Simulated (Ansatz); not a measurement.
The parent structure is YN in the rock salt structure (space group Fm-3m, No. 225; a = 4.856 Å). Axes: x, y, z lie along the cube axes.

Level of theory: DFT with PBEsol, PAW potentials and a 420 eV plane-wave cutoff in Ansatz (a quantum-chemistry and plane-wave program), no spin-orbit coupling.

Base values:

The valence-band top at Γ comes out as 0.00, 0.00, 0.00 eV.

Perturbation: the cell is stretched by 1.00 % along z with no lateral relaxation; the atoms relax in the strained cell.

Predict the new stress.

The stress (xx, yy, zz, yz, xz, xy; compression positive) amounts to (-0.81, -0.81, -3.27, 0.00, 0.00, 0.00) GPa.

What does the calculation give for the energy relative to the base after the change?

The energy rises by 1.5 meV/atom.

How does this affect the valence-band top at Γ?

The valence-band top at Γ (three highest levels, from the VBM) goes from 0.00, 0.00, 0.00 eV to 0.00, 0.00, -0.04 eV.

The levels and masses belong to the bands next to the band gap. No phonon test of stability was made.
